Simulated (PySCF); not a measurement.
PySCF 2.14.0, R2SCAN/def2-svp, df: Zn(Me)(tBu) ([CH3][Zn][C](C)(C)C), 18 atoms. The geometry is a generated start, not checked to be a minimum at this level.

- task = energy
- method = r2scan
- basis = def2-svp
- two-electron scheme = density fitting
- mol.max_memory = 3000 MB
- mf.max_cycle = 100
- mf.init_guess = minao (default)
- mf.DIIS = CDIIS (default)
- mf.conv_tol = 1e-09 (default)
- mf.grids.level = 3 (default)
- basis functions = 161
- grid points = 208928

```xyz
18

Zn     0.7146     1.1892    -0.2153
C      1.8339     2.9040    -0.5257
H      2.8453     2.7818    -0.1502
H      1.4007     3.7628    -0.0214
H      1.9050     3.1477    -1.5815
C     -0.3645    -0.5622     0.1023
C     -1.8659    -0.2670     0.1517
C     -0.1007    -1.5580    -1.0294
C      0.0493    -1.2081     1.4268
H     -2.4272    -1.1911     0.3172
H     -2.2129     0.1710    -0.7836
H     -2.1072     0.4197     0.9626
H     -0.4071    -1.1512    -1.9927
H      0.9548    -1.8208    -1.0874
H     -0.6654    -2.4793    -0.8593
H      1.1080    -1.4657     1.4265
H     -0.1421    -0.5438     2.2681
H     -0.5185    -2.1288     1.5913
```

Charge 0 and multiplicity 1 are set for this test and not shown to be the ground state.

One run each on 2 threads, 1 BLAS thread. Values of diis_space tried: 3, 5, 8 (default), 12, 20.

How does the count of Fock builds change with diis_space, and where is it least?

Fewest Fock builds, within one of each other: 5 with 14, 8 (default) with 13, 12 with 13, 20 with 13. The count rises to 23 at 3. All converge to one solution.

| diis_space | Fock builds | end |
|---|---|---|
| 3 | 23 | same solution |
| 5 | 14 | same solution |
| 8 (default) | 13 | same solution |
| 12 | 13 | same solution |
| 20 | 13 | same solution |
